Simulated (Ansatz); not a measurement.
The reference is ZnO in the wurtzite structure (space group P6_3mc, No. 186; a = 3.280 Å, c = 5.294 Å).

All numbers come from DFT with PBE, PAW potentials and a 420 eV plane-wave cutoff in Ansatz (an electronic-structure program), no SOC, earlier PAW set.

Before the change:

The gap character is direct at Γ. The pressure comes out as 0.01 GPa and the band gap comes out as 0.74 eV. The electron mass is 0.14 mₑ (at Γ).

It is then changed as follows: every lattice vector is shortened by 2.94 %, atoms relaxed at fixed cell.

### Question
What does the calculation give for the gap character after the change?

### Answer
The gap character remains direct at Γ.

### Question
How does this affect the pressure?

### Answer
The pressure (mean of the normal stresses, compression positive) increases by 14.105 GPa, from 0.01 GPa to 14.11 GPa.

### Question
How does this affect the band gap?

### Answer
The band gap increases by 0.13 eV, from 0.74 eV to 0.87 eV.

### Question
What happens to the electron mass?

### Answer
The electron mass becomes 0.16 mₑ (at Γ) (base: 0.14 mₑ (at Γ)).

The cells carry an imposed strain or load. Masses are band curvatures over ±0.01 Å⁻¹ around the edge. Whether these cells are dynamically stable was not tested.
